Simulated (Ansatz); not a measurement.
The starting structures come from a database of crystals and need not be the phases stable at ambient conditions.

 Where the default PAW files enter, the runs use the earlier of Ansatz's two default sets.

By PBEsol, the system below comes out a metal.

Without scattering a metal conducts by its projected Fermi surface.

```yaml
crystal:
  lattice:
    - [3.66783, 0.00000, 0.00000]
    - [0.00000, 3.66783, 0.00000]
    - [1.83391, -1.83391, 1.83391]
  atoms:
    - { symbol: Sb, position: [0.00000, 0.00000, 0.00000] }
```

Space group of this cell: Im-3m, bcc (W type). The cell is strained (all lengths scaled by 0.98); by PBEsol its mean pressure is 3.8 GPa.

The current flows along the normal of the first two printed cell vectors, the (001) plane of the conventional cell. No spin-orbit coupling; the value is a mean over 0.1 eV about the Fermi level.

Question: Compute, with PBEsol in Ansatz (a program for electronic structure), the ballistic conductance per area.

Answer: 1.5 × 10¹⁵ S/m² for both spins.
